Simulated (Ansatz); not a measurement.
# What biaxial strain +1.50 %, plane normal [001], relaxed out of plane does to Rh

Consider Rh in the fcc (Cu type) structure (space group Fm-3m, No. 225; a = 3.802 Å; relaxed with 0.1 eV smearing). Axes: x, y, z lie along the cube axes.

It is then changed as follows: biaxial strain +1.50 %, plane normal [001], relaxed out of plane (Cartesian); in-plane vectors clamped, the third vector and the atoms free.

The values are results of r2SCAN (Ansatz, an electronic-structure program), scalar-relativistic without spin-orbit coupling, not measurements. Settings: 30×30×30 k-points, 0.1 eV Fermi–Dirac smearing.

- Space group = I4/mmm (No. 139) (base Fm-3m (No. 225))
- Shortest interatomic distance = 2.691 Å (base 2.688 Å)
- Energy relative to the base (free energy F) = +8.5 meV/atom
- Pressure (mean of the normal stresses, compression positive) = -4.3 GPa (base 0.0 GPa)
- Band gap = zero (base zero)
- Out-of-plane strain = -1.34 %
- Ratio −ε⊥/ε∥ = 0.89
- Mean in-plane stress (compression positive) = -6.4 GPa

Final structure (turned so that z lies along the plane normal):

```xyz
1
Lattice="2.7284 0.0000 0.0000 0.0000 2.7284 0.0000 1.3642 -1.3642 1.8754" Properties=species:S:1:pos:R:3 pbc="T T T"
Rh     0.0000     0.0000     0.0000
```

Stability against distortions was not tested. The final runs are not spin-polarised.
